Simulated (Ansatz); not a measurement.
TmAu2 (I4/mmm, No. 139), treated with r²SCAN+rVV10 in Ansatz (PAW).

Settings: plane-wave cutoff 560 eV, 22×22×22 k mesh, Fermi–Dirac smearing 0.05 eV, spin-polarised with parallel moments, scalar-relativistic PAW data made under PBE.

Computed at the level's own relaxed cell.

What does this level give for the equilibrium lattice constant a and c axis length?


* **equilibrium lattice constant a**: 3.674 Å
* **c axis length**: 8.957 Å

Note: the magnetic order was assumed, not searched for or taken from measurement; the 4f shell is treated without U or exact exchange, so its levels and filling can be wrong.

Spin–orbit coupling is not included; it can shift volumes and moduli of such heavy elements.

Computed values are for the static lattice.

Ansatz is a first-principles code.
